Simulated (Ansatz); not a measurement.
The reference is SrTiO$_{3}$ in the cubic perovskite structure (space group Pm-3m, No. 221; a = 3.8542 Å).

Level of theory: plane-wave PAW DFT at the LDA level (Ansatz, an electronic-structure program, 420 eV), no spin-orbit coupling.

One change was made to it. Results:

| quantity | base | after |
|---|---|---|
| density | 5.32 g/cm³ | 5.34 g/cm³ |
| shortest interatomic distance | 1.927 Å | 1.925 Å |

Q: Which of these changes matches the shifts?
A) pressure 10 GPa
B) pressure 0.7 GPa
C) pressure 7.5 GPa
D) pressure −1 GPa

A: B, pressure 0.7 GPa. For comparison, the density in the other runs: pressure −1 GPa gives 5.30 g/cm³; pressure 7.5 GPa gives 5.51 g/cm³; pressure 10 GPa gives 5.57 g/cm³.

Load acts through the strain it causes; cell and atoms are relaxed under it. Whether these cells are dynamically stable was not tested. No other phases were tried under pressure. All final runs are without spin polarisation. Many cubic perovskites are stable only at high temperature; tilts and polar distortions were not tested.
